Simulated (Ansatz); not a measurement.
The reference is NaF in the rock salt structure (space group Fm-3m, No. 225).

```
NaF
1.0
    0.00000     2.35059     2.35059
    2.35059     0.00000     2.35059
    2.35059     2.35059     0.00000
Na F
1 1
Direct
  0.00000   0.00000   0.00000
  0.50000   0.50000   0.50000
```

Calculations: Ansatz (a first-principles code) PBE, no SOC.

Strains are applied to the cell and any free atomic positions relax.

One change was made to it. Results:

The energy goes up by 1.6 meV/atom; the gap character stays direct at Γ; the mean gap deformation potential ΔEg/Δln V amounts to -5.1 eV.

**Question.** Name the change that was made.
(A) isotropic strain +2.50 %
(B) isotropic strain +2.00 %
(C) isotropic strain +1.00 %
(D) isotropic strain +1.50 %
(E) isotropic strain +3.00 %

**Answer.** C, isotropic strain +1.00 %. For comparison, the energy relative to the base in the other runs: isotropic strain +3.00 % gives +13 meV/atom; isotropic strain +2.00 % gives +6.1 meV/atom; isotropic strain +1.50 % gives +3.5 meV/atom; isotropic strain +2.50 % gives +9.3 meV/atom.

No phonon test of stability was made.
